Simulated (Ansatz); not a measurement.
# Effect of pressure 7.5 GPa on Be

Consider Be in the hcp (Mg type) structure (space group P6_3/mmc, No. 194; a = 2.264 Å, c = 3.564 Å).

Perturbation: cell and atoms relaxed at a pressure of 7.5 GPa.

Level of theory: r2SCAN in Ansatz (plane waves to 500 eV, PAW, without spin-orbit coupling). Γ-centred 23×23×13 mesh, Fermi–Dirac width 0.05 eV.

```csv
quantity,base,changed,shift
volume per atom,7.91 Å³,7.48 Å³,-0.424 Å³
density,1.89 g/cm³,2.00 g/cm³,+0.11 g/cm³
lattice parameter a,2.264 Å,2.221 Å,-0.043 Å
c/a ratio,1.574,1.578,+0.004
shortest interatomic distance,2.210 Å,2.171 Å,-0.039 Å
enthalpy H = E + PV relative to the base's energy,–,+0.36 eV/atom,–
band gap,zero,zero,–
```

Final structure:

```
CELL_PARAMETERS angstrom
      2.22081     0.00000     0.00000
     -1.11041     1.92328     0.00000
      0.00000     0.00000     3.50439
ATOMIC_POSITIONS crystal
  Be 0.33333 0.66667 0.75000
  Be 0.66667 0.33333 0.25000
```

Load acts through the strain it causes; cell and atoms are relaxed under it. Whether these cells are dynamically stable was not tested. Competing high-pressure phases were not computed.

Ansatz is a first-principles code.
